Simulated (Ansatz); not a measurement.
Consider GaAs in the zinc blende structure (space group F-43m, No. 216; a = 5.666 Å). Axes: x, y, z lie along the cube axes.

The change: uniaxial strain ε_yy = +1.28 %, all other strain components held at zero; the atoms relax in the strained cell.

Levels (all Ansatz, a first-principles code, PAW, earlier PAW set): r2SCAN (500 eV, no SOC); HSE06 (420 eV, no spin-orbit coupling); HSE06+SOC (420 eV, spin-orbit coupling included).

At the geometry relaxed with r2SCAN, these levels gave the following band gaps, in shuffled order: (a) 1.23 eV, (b) 1.11 eV, (c) 0.84 eV.

### Question
Match each gap to its level.

### Answer
(a) HSE06; (b) HSE06+SOC; (c) r2SCAN.

Single points use the geometry relaxed with r2SCAN. The spin-orbit shifts are approximate. Stability against distortions was not tested.
